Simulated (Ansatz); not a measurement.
**Pressure series in Pd**

Take Pd in the fcc (Cu type) structure (space group Fm-3m, No. 225) as the base.

```xyz
1
Lattice="0.0000 1.9198 1.9198 1.9198 0.0000 1.9198 1.9198 1.9198 0.0000" Properties=species:S:1:pos:R:3 pbc="T T T"
Pd     0.0000     0.0000     0.0000
```

Cell and atoms are relaxed at each pressure.

The values are results of DFT with LDA, PAW potentials and a 420 eV plane-wave cutoff in Ansatz (a first-principles code), without spin-orbit coupling, not measurements.

```json
[
 {"P (GPa)": "-2.01", "V (Å³/atom)": "14.280"},
 {"P (GPa)": "-1.01", "V (Å³/atom)": "14.215"},
 {"P (GPa)": "0.89", "V (Å³/atom)": "14.096"},
 {"P (GPa)": "2.09", "V (Å³/atom)": "14.025"},
 {"P (GPa)": "4.50", "V (Å³/atom)": "13.887"},
 {"P (GPa)": "9.00", "V (Å³/atom)": "13.651"},
 {"P (GPa)": "15.00", "V (Å³/atom)": "13.370"},
 {"P (GPa)": "22.49", "V (Å³/atom)": "13.063"},
 {"P (GPa)": "29.99", "V (Å³/atom)": "12.793"}
]
```

### Question
Fit a third-order Birch–Murnaghan equation of state.

### Answer
Least squares on P(V) = (3B₀/2)[(V₀/V)^(7/3) − (V₀/V)^(5/3)]·[1 + (3/4)(B₀′ − 4)((V₀/V)^(2/3) − 1)] gives V₀ = 14.15 Å³/atom, B₀ = 227 GPa and B₀′ = 5.3.

Load acts through the strain it causes; cell and atoms are relaxed under it. Whether these cells are dynamically stable was not tested. No other phases were tried under pressure. All final runs are without spin polarisation.
